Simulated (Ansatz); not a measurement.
The starting structures come from a database of crystals and need not be the phases stable at ambient conditions.

Crystal: B$_{4}$C (R-3m, not sure to be the ambient phase, 15 atoms a cell, 7.4 Å³ an atom); planes in its conventional cell.

The numbers are results of r2SCAN (plane waves, PAW; Ansatz, an electronic-structure program), not measurements.

No gap correction and no spin-orbit coupling; mid-gap values are interpolated between computed energies.

```tsv
plane	area of the cell (Å²)	mid-gap κ (1/Å)	largest κ in the gap (1/Å)
(001)	27.5	0.23	0.23
(110)	39.3	___	___
(100)	68.0	___	___
```

Task: The slowest decay depends on the direction. Supply the withheld values.

Result: 
- (110), mid-gap κ (1/Å): 0.28
- (110), largest κ in the gap (1/Å): 0.28
- (100), mid-gap κ (1/Å): 0.29
- (100), largest κ in the gap (1/Å): 0.30
